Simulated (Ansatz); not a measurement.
# Hypothetical rock salt ZrSi, response to strain

Take ZrSi in the rock salt structure (space group Fm-3m, No. 225; a = 5.342 Å; a hypothetical phase, not in the database extracts checked; relaxed with 0.1 eV smearing) as the base. Axes: x, y, z lie along the cube axes.

Strains are applied to the cell and any free atomic positions relax; under biaxial strain the out-of-plane vector relaxes too.

The values are results of Ansatz (a first-principles code) PBEsol, no spin-orbit coupling, earlier PAW set, not measurements.

Notes on the quantities. pressure: mean of the normal stresses, compression positive; energy relative to the base: free energy F.

```csv
variant,pressure,energy relative to the base,shortest interatomic distance
base,0.0 GPa,0 meV/atom,2.671 Å
"biaxial strain +4.67 %, plane normal [001], relaxed out of plane",-7.5 GPa,+70 meV/atom,2.641 Å
"biaxial strain −3.98 %, plane normal [110], relaxed out of plane",6.0 GPa,+40 meV/atom,2.565 Å
"biaxial strain −3.88 %, plane normal [111], relaxed out of plane",3.4 GPa,+22 meV/atom,2.651 Å
isotropic strain −1.15 %,4.5 GPa,+8.8 meV/atom,2.640 Å
isotropic strain +1.46 %,-4.8 GPa,+13 meV/atom,2.710 Å
uniaxial strain ε_xx = +0.34 %,-0.4 GPa,+0.2 meV/atom,2.671 Å
uniaxial strain ε_yy = −0.66 %,0.8 GPa,+0.8 meV/atom,2.654 Å
uniaxial strain ε_yy = +0.73 %,-0.9 GPa,+0.9 meV/atom,2.671 Å
uniaxial strain ε_zz = −1.53 %,2.0 GPa,+4.2 meV/atom,2.630 Å
```

Whether these cells are dynamically stable was not tested. The final runs are not spin-polarised.
